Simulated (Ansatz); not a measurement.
Start from GaSb in the zinc blende structure (space group F-43m, No. 216).

```xyz
2
Lattice="0.0000 3.0244 3.0244 3.0244 0.0000 3.0244 3.0244 3.0244 0.0000" Properties=species:S:1:pos:R:3 pbc="T T T"
Ga     0.0000     0.0000     0.0000
Sb     1.5122     1.5122     1.5122
```

Cartesian axes are those of the cell as printed.

Computed with LDA in Ansatz (plane waves to 420 eV, PAW, scalar-relativistic without spin-orbit coupling).

Before the change:

| Item | Value |
|---|---|
| Pressure | 0.0 GPa |
| Shortest interatomic distance | 4.950 bohr |

Now apply this change: uniaxial strain ε_zz = +1.50 %, all other strain components held at zero, atoms relaxed at fixed cell.

**Question.** Predict the new energy relative to the base.

**Answer.** The energy rises by 1.6 meV/atom.

**Question.** Predict the new pressure.

**Answer.** The pressure (mean of the normal stresses, compression positive) goes from zero to -0.8 GPa.

**Question.** What happens to the shortest interatomic distance?

**Answer.** The shortest interatomic distance rises by 0.0249 bohr (4.950 bohr → 4.974 bohr).

Stability against distortions was not tested. The final runs are not spin-polarised.

Ansatz is an electronic-structure program.
